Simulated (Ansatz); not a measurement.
Start from Si in the diamond structure (space group Fd-3m, No. 227; a = 5.434 Å). Axes: x, y, z lie along the cube axes.

Structures relaxed with DFT with PBEsol, PAW potentials and a 420 eV plane-wave cutoff in Ansatz (a quantum-chemistry and plane-wave program), without spin-orbit coupling.

Base:

Simulated powder pattern, Cu Kα, λ = 1.54184 Å (kinematic, ideal powder, no thermal factors, no anomalous dispersion; the 8 strongest lines at most, above 2 %, up to 2θ = 90°):

```tsv
2θ (°)	I/Imax (%)	hkl
28.45	100	(111)
47.32	67	(220)
56.14	40	(311)
69.15	11	(400)
76.40	16	(331)
88.06	23	(422)
```

One thing is altered: compressive biaxial strain of 0.83 % in the plane normal to [111], as in epitaxy on a mismatched substrate; the out-of-plane cell vector and the atoms relax.

After the change:

Simulated powder pattern, Cu Kα, λ = 1.54184 Å (kinematic, ideal powder, no thermal factors, no anomalous dispersion; the 8 strongest lines at most, above 2 %, up to 2θ = 90°):

```
2θ (°)  I/Imax (%)       hkl
------  ----------  --------
28.34           33     (111)
28.65          100  (1 1 -1)
47.33           45     (220)
47.74           44  (2 0 -2)
56.08           14     (311)
56.45           26  (3 1 -1)
69.49           14     (400)
88.69           15  (4 2 -2)
```

The indices refer to the base's conventional cell; one index is shown for lines that coincide. The space group is now R-3m (No. 166).

Whether these cells are dynamically stable was not tested.
